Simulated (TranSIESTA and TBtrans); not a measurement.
# Al chain with one C atom in place of Al

Device: Al chain with one C atom in place of Al. Leads: straight Al chain, spacing 2.328 Å. Geometry: 3 atoms about the centre moved by SIESTA (PBE, DZP) to a largest force of 0.02 eV/Å, all others as built, motion along the axis alone.

TranSIESTA and TBtrans, PBE, DZP numerical orbitals (energy shift 0.15 eV), PseudoDojo norm-conserving scalar-relativistic potentials, mesh cutoff 200 Ry, 300 K, no spin polarisation, no spin-orbit coupling; self-consistent non-equilibrium Green functions.

* **Conductance at 300 K (G0 = 2e²/h)**: 1.10
* **Thermopower (μV/K)**: 2.5
* **Mean T from −0.5 to 0.5 eV**: 0.72

Energies count from the leads' Fermi level. Transmissions are for one spin of a degenerate pair. The energy step is 0.01 eV; narrower resonances are cut or missed.

```csv
E (eV),T,lead channels
-2.00,0.73,1
-1.90,0.69,1
-1.80,0.64,1
-1.70,0.58,1
-1.60,0.52,1
-1.50,0.45,1
-1.40,0.36,1
-1.30,0.25,1
-1.20,0.10,1
-1.10,0,0
-1.00,0,0
-0.90,0,0
-0.80,0,0
-0.70,0,0
-0.60,0,0
-0.50,0,0
-0.40,0.0015,band edge
-0.30,0.36,2
-0.20,0.84,2
-0.10,1.09,2
0.00,1.11,2
0.10,1.02,2
0.20,0.90,2
0.30,0.80,2
0.40,0.73,2
0.50,0.68,2
0.60,0.66,2
0.70,0.65,2
0.80,0.65,2
0.90,0.66,2
1.00,0.68,2
1.10,0.70,2
1.20,0.73,2
1.30,0.75,2
1.40,0.78,2
1.50,1.50,3
1.60,1.58,3
1.70,1.61,3
1.80,1.62,3
1.90,1.63,3
2.00,1.63,3
```

The straight chain is held at its spacing; free chains may zigzag or dimerise. No spin-polarised start was tried, so a magnetic state, if there is one, is missed.
